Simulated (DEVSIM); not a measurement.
System: Schottky contact on n-type Si, at 300 K.

| layer (left to right) | material | thickness (μm) | Nd (cm⁻³) | τn (s) | τp (s) |
|---|---|---|---|---|---|
| 1 | Si | 6.50 | 8.3e16 | 0.00019 | 0.00019 |
| 2 | Si | 29.0 | 9.6e17 | 0.00019 | 0.00019 |

Left contact: Schottky, work function 4.69 eV, emission velocity 4.3e6 cm/s. Right contact: ohmic. Voltage is applied to the left contact. Recombination: SRH at mid-gap, Auger. Gap narrowing is on: ΔEg = 6.92 meV × (l + √(l² + 0.5)), l = ln(N/1.3e17 cm⁻³), shared equally by both band edges. Mobility is μmin + (μ − μmin)/(1 + (N/Nref)^α).

The device is made up for the run: typed textbook-type constants, with dimensions and the other settings drawn at random. Values at 300 K.

```
parameter           Si
-------------  -------
gap (eV)         1.124
affinity (eV)     4.05
permittivity      11.7
Nc (cm⁻³)      2.86e19
Nv (cm⁻³)       3.1e19
μn (cm²/Vs)       1417
μp (cm²/Vs)        470
μn,min              52
μp,min              45
Nref,n          9.7e16
Nref,p          2.2e17
αn                0.68
αp                0.72
Cn (cm⁶/s)     2.8e-31
Cp (cm⁶/s)     9.9e-32
```

Simulated with DEVSIM: 1D drift-diffusion, Boltzmann statistics, complete ionisation; no tunnelling, impact ionisation, image-force lowering or self-heating. Metal contacts follow the ideal Schottky-Mott rule: no Fermi-level pinning, no interface dipoles.

Base results: dark forward voltage at 1 A/cm² (V) 0.206; dark forward voltage at 100 A/cm² (V) 0.341; potential step across the device at zero bias (V) 0.538.

**Question.** What follows from this one change: thickness of layer 2 29 → 140 μm?

**Answer.** dark forward voltage at 1 A/cm² little changed (0.207 V); dark forward voltage at 100 A/cm² 0.341 → 0.366 V; potential step across the device at zero bias little changed (0.538 V).

**Question.** What follows from this one change: thickness of layer 1 6.5 → 1.3 μm?

**Answer.** dark forward voltage at 1 A/cm² little changed (0.206 V); dark forward voltage at 100 A/cm² 0.341 → 0.336 V; potential step across the device at zero bias little changed (0.538 V).

**Question.** What follows from this one change: metal work function 4.69 → 4.54 eV?

**Answer.** dark forward voltage at 1 A/cm² 0.206 → 0.060 V; dark forward voltage at 100 A/cm² 0.341 → 0.191 V; potential step across the device at zero bias 0.538 → 0.388 V.

**Question.** What follows from this one change: doping Nd of layer 2 9.6e+17 → 2.9e+16 cm^-3?

**Answer.** dark forward voltage at 1 A/cm² little changed (0.207 V); dark forward voltage at 100 A/cm² 0.341 → 0.396 V; potential step across the device at zero bias 0.538 → 0.461 V.

**Question.** What follows from this one change: constant mobility in place of the doping-dependent one?

**Answer.** dark forward voltage at 1 A/cm² little changed (0.206 V); dark forward voltage at 100 A/cm² 0.341 → 0.331 V; potential step across the device at zero bias little changed (0.538 V).
